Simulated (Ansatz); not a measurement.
**Parameter sweep on Ga (P6_3/mmc, 4 atoms in the cell)**

```xyz
4
Lattice="3.0022 0.0000 0.0000 -1.5011 2.5999 0.0000 0.0000 0.0000 9.6594" Properties=species:S:1:pos:R:3 pbc="T T T"
Ga     0.0000     0.0000     0.0000
Ga     0.0000     0.0000     4.8297
Ga     0.0000     1.7333     2.4149
Ga     1.5011     0.8666     7.2446
```

Base run A: PBEsol, default PAW files made with PBE (Ansatz, a quantum-chemistry and plane-wave program), self-consistent single point.

Its settings: kpoints.mp_grid.grid = 13 13 4; hamiltonian.xc = pbesol; hamiltonian.pseudopotentials = {kind: paw} (the program's default PAW files); scf.occupations.method = gaussian; scf.occupations.width = 0.05 eV.

The starting cell was generated: these elements placed on a structure prototype, without a prior relaxation; it need not be a known phase or ordering of this composition. Its lattice was rescaled by a random factor within 2.5 % of one. In the base run, with a pressure of about -3 GPa the cell is away from its equilibrium volume at this level. Ansatz's pressure includes its estimate of the finite-basis (Pulay) stress.

ΔF is the free energy per atom less that of run A. 

| run | kpoints.mp_grid.grid, scf.occupations.width | ΔF (meV/atom) | pressure (GPa) | TS (meV/atom) | k-points |
|---|---|---|---|---|---|
| A | 13 13 4, 0.05 eV | 0.00 | -3.10 | 0.3 | 63 |
| B | 12 12 4, 0.03 eV | -1.43 | -3.10 | 0.3 | 57 |
| C | 12 12 4, 0.1 eV | -2.5 | -3.10 | 2.0 | 57 |
| D | 12 12 4, 0.3 eV | -9.5 | -3.09 | 16.4 | 57 |
| E | 13 13 4, 0.03 eV | 0.09 | -3.10 | 0.1 | 63 |
| F | 13 13 4, 0.1 eV | -0.46 | -3.10 | 1.3 | 63 |
| G | 13 13 4, 0.3 eV | -7.6 | -3.04 | 17.8 | 63 |
| H | 14 14 4, 0.03 eV | 1.95 | -2.90 | 0.2 | 72 |
| I | 14 14 4, 0.1 eV | 1.03 | -2.97 | 2.1 | 72 |
| J | 14 14 4, 0.3 eV | -7.3 | -2.99 | 18.6 | 72 |

Run I against A: The free energy rises by 1.0 meV/atom and the pressure goes from -3.10 to -2.97 GPa.

Run B against A: The free energy drops by 1.4 meV/atom and the pressure stays at -3.10 GPa.

Run C against A: The free energy drops by 2.5 meV/atom and the pressure stays at -3.10 GPa.

Keys are those of Ansatz 0.2.
